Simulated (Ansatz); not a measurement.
# What pressure 0.3 GPa does to ZrS2

The parent structure is ZrS$_{2}$ in the CdI2 type structure (space group P-3m1, No. 164; a = 3.6348 Å, c = 5.7196 Å; layered, stacked along the Cartesian z axis).

One thing is altered: a hydrostatic pressure of 0.3 GPa.

Method: PBE-D3(BJ) (Ansatz, a quantum-chemistry and plane-wave program, PAW, without spin-orbit coupling). Settings: 10×10×6 k-points, 0.05 eV Fermi–Dirac smearing.

Volume per atom: 21.62 Å³ (base 21.81 Å³)
Lattice parameter a: 362.9 pm (base 363.5 pm)
c/a ratio: 1.567 (base 1.574)
Shortest interatomic distance: 255.5 pm (base 255.7 pm)
Band gap: 0.61 eV (base 0.66 eV)
Gap character: indirect, Γ → L (base indirect, Γ → L)
Width of the top valence band: 2.10 eV (base 2.07 eV)
Valence-band top at Γ (three highest levels, from the VBM): 0.00, -0.27, -0.27 eV (base 0.00, -0.24, -0.24 eV)

Cost of the whole job for the changed cell (relaxation, final SCF and bands): around 26 core-seconds (rough).

Load acts through the strain it causes; cell and atoms are relaxed under it. No phonon test of stability was made.
